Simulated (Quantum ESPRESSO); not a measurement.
# Quick settings and what they miss: K (Im-3m, 1 atom in the cell)

Self-consistent single point.

```yaml
crystal:
  lattice:
    - [-2.72454, 2.72454, 2.72454]
    - [2.72454, -2.72454, 2.72454]
    - [2.72454, 2.72454, -2.72454]
  atoms:
    - { symbol: K, position: [0.00000, 0.00000, 0.00000] }
```

Method of the run: LDA (PZ), PSlibrary PAW (LDA) pseudopotentials (plane waves; Quantum ESPRESSO).

Base settings: ecutwfc = 50 Ry; ecutrho = 350 Ry; occupations = smearing; smearing = gauss; degauss = 0.0073499 Ry; potentials = {K: K.pz-spn-kjpaw_psl.1.0.0.UPF}; K_POINTS = automatic 7 7 7 0 0 0; conv_thr = 1e-09 Ry; mixing_beta = 0.5.

Tight run (finer mesh or higher cutoff; not a proven limit): ecutwfc: 50 Ry → 70 Ry; ecutrho: 350 Ry → 490 Ry; conv_thr: 1e-09 Ry → 7.3e-11 Ry; K_POINTS: automatic 7 7 7 0 0 0 → automatic 10 10 10 0 0 0. It gave Fermi level (on the code's own zero) 1.24 eV; pressure -0.68 GPa.

Quick runs, as changes from the base:
- A: the base itself
- B: ecutwfc: 50 Ry → 30 Ry; ecutrho: 350 Ry → 210 Ry; degauss: 0.0073499 Ry → 0.0147 Ry; pseudopotentials: {K: K.pz-spn-kjpaw_psl.1.0.0.UPF} → {K: K.pbe-spn-kjpaw_psl.1.0.0.UPF}; K_POINTS: automatic 7 7 7 0 0 0 → automatic 6 6 6 0 0 0; input_dft: default → pbesol [PBEsol]
- C: ecutwfc: 50 Ry → 25 Ry; ecutrho: 350 Ry → 175 Ry; degauss: 0.0073499 Ry → 0.019992 Ry; conv_thr: 1e-09 Ry → 7.3e-06 Ry; pseudopotentials: {K: K.pz-spn-kjpaw_psl.1.0.0.UPF} → {K: K.pbe-spn-kjpaw_psl.1.0.0.UPF}; K_POINTS: automatic 7 7 7 0 0 0 → automatic 2 2 2 0 0 0; input_dft: default → pbesol [PBEsol]
- D: ecutwfc: 50 Ry → 40 Ry; ecutrho: 350 Ry → 280 Ry; K_POINTS: automatic 7 7 7 0 0 0 → automatic 6 6 6 0 0 0
- E: ecutwfc: 50 Ry → 30 Ry; ecutrho: 350 Ry → 210 Ry; conv_thr: 1e-09 Ry → 7.3e-05 Ry; pseudopotentials: {K: K.pz-spn-kjpaw_psl.1.0.0.UPF} → {K: K.pbe-spn-kjpaw_psl.1.0.0.UPF}; K_POINTS: automatic 7 7 7 0 0 0 → automatic 3 3 3 0 0 0; input_dft: default → pbesol [PBEsol]
- F: ecutwfc: 50 Ry → 35 Ry; ecutrho: 350 Ry → 245 Ry; smearing: gauss → fd; degauss: 0.0073499 Ry → 0.019992 Ry; K_POINTS: automatic 7 7 7 0 0 0 → automatic 8 8 8 0 0 0

Energies are extrapolated to zero smearing width, which holds to low order in the width alone (under cold and Methfessel-Paxton smearing the free energy itself is taken).

Dashes: energy of B, C, E, another energy zero.

† marks runs with another functional, U, potentials or spin treatment: their distance from the tight run is not a convergence error alone.

The count of work is k-points × plane waves × bands × iterations; it is no time. 

The starting cell comes from a database of computed structures (which also holds hypothetical and non-ambient phases and stackings), without a prior relaxation at this level. Its lattice was rescaled by a random factor within 2.5 % of one.

```csv
run,energy less tight (meV/atom),pressure less tight (GPa),count of work / tight
A,1.6,-0.07,0.16
B†,–,-0.19,0.044
C†,–,-2.14,0.0042
D,36.4,-0.04,0.092
E†,–,-0.22,0.0055
F,21.7,0.05,0.12
```

Among the runs at the tight run's level, the energy misses run from 1.6 to 36.4 meV/atom.
